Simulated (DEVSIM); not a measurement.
Device: Pd/Si3N4/p-In0.53Ga0.47As capacitor, at 300 K.

| layer (left to right) | material | thickness (nm) | Na (cm⁻³) |
|---|---|---|---|
| 1 | Si3N4 | 2.50 | - |
| 2 | In0.53Ga0.47As | 460 | 1.5e18 |

Metal gate on the left, work function 5.2 eV. Fixed charge at the semiconductor interface 0 cm⁻² (in units of +e); no interface traps.

This is a model device: material constants are rounded textbook-type values typed into the input, and sizes, dopings and lifetimes were drawn at random. Values at 300 K.

```
parameter      Si3N4  In0.53Ga0.47As
-------------  -----  --------------
gap (eV)         5.1            0.74
affinity (eV)    2.1            4.51
permittivity     7.5            13.9
Nc (cm⁻³)          -          2.1e17
Nv (cm⁻³)          -          7.7e18
```

DEVSIM, 1D Poisson equation in equilibrium, Boltzmann statistics, complete ionisation; no quantum confinement or tunnelling. Metal contacts follow the ideal Schottky-Mott rule: no Fermi-level pinning, no interface dipoles.

The interface trap density was swept, all else fixed.

```tsv
interface trap density (cm^-2 eV^-1)	minimum of the low-frequency capacitance (μF/cm²)	flat-band voltage (V)
0	0.425	-0.01
1e10	0.426	-0.01
1e11	0.435	-0.01
3e11	0.456	-0.01
1e12	0.528	-0.03
2e12	0.626	-0.05
```

From the first row to the last the minimum of the low-frequency capacitance goes from 0.425 to 0.626. From the first row to the last the flat-band voltage goes from -0.01 to -0.05.
